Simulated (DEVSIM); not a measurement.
## Schottky contact on p-type Si

Structure: Schottky contact on p-type Si, at 300 K.

```
layer (left to right)  material  thickness (μm)  Na (cm⁻³)   τn (s)   τp (s)
---------------------  --------  --------------  ---------  -------  -------
1                            Si            14.0     1.5e16  0.00064  0.00064
```

Left contact: Schottky, work function 4.484 eV, emission velocity 1e7 cm/s. Right contact: ohmic. Voltage is applied to the left contact. Recombination: SRH at mid-gap, radiative. Gap narrowing is on: ΔEg = 6.92 meV × (l + √(l² + 0.5)), l = ln(N/1.3e17 cm⁻³), shared equally by both band edges. Mobility is constant in doping.

Constants are typed, rounded textbook-type inputs, not results; the design itself was drawn at random and stands for no fabricated device. Values at 300 K.

```csv
parameter,Si
gap (eV),1.124
affinity (eV),4.05
permittivity,11.7
Nc (cm⁻³),2.86e19
Nv (cm⁻³),3.1e19
μn (cm²/Vs),1417
μp (cm²/Vs),470
B (cm³/s),4.7e-15
```

Model (solved in DEVSIM): 1D drift-diffusion, Boltzmann statistics, complete ionisation; no tunnelling, impact ionisation, image-force lowering or self-heating. Metal contacts follow the ideal Schottky-Mott rule: no Fermi-level pinning, no interface dipoles.

- Potential step across the device at zero bias: 0.492 V
- Largest field in the device at zero bias: 46000 V/cm
- Dark forward voltage at 1 A/cm²: 0.247 V
- Dark forward voltage at 100 A/cm²: 0.495 V

Dark reverse current:

```csv
V (V),J (A/cm²)
0.20,9.3e-5
0.50,9.8e-5
1.00,0.00010
1.50,0.00011
2.00,0.00011
3.00,0.00011
4.00,0.00011
5.00,0.00011
6.50,0.00012
8.00,0.00012
10.00,0.00012
```

Small-signal capacitance in reverse bias (quasi-static):

```tsv
V (V)	C (nF/cm²)
0.2	43.2
0.5	35.9
1	29.1
1.5	25.2
2	22.5
3	19.0
4	16.7
5	15.1
6.5	13.4
8	12.1
10	10.9
```
